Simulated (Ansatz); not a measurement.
System: interstitial Cu in amorphous Si27O54 (a melt-quenched model of 81 atoms) (charge state +1). Calculation: PBE, PAW (plane waves to 420 eV; Ansatz, a quantum-chemistry and plane-wave program).

81-site cell at the glass model's own volume, the Γ point alone, smearing 0.01 eV, spin-restricted, no finite-size correction. Energies are static. This is one neighbourhood of one small, fast-quenched model, and the added charge may sit on a native defect of the glass. The charge state is imposed; whether it is stable for some Fermi level was not computed. Sites that were not tried may lie lower.

Barriers: single points on a 2×2×2 k-point mesh shifted by half a step at the bands' geometries.

A. several atoms move together, Cu the farthest; the atom moves 2.90 Å along (0.17, -0.20, -0.09) of the unit cell; the moving atom starts with neighbours O at 1.88, O at 1.91 Å and ends with O at 1.90, O at 1.98, O at 2.30 Å; saddle order not checked.
B. Cu moves alone to another site; the atom moves 2.53 Å along (0.10, -0.01, -0.22) of the unit cell; the moving atom starts with neighbours O at 1.88, O at 1.91 Å and ends with 2 O at 1.83 Å; saddle order not checked.

**Question.** Rank these by forward barrier (lowest first), as PBE, PAW gives it.

**Answer.** B (0.40 eV), A (0.50 eV)
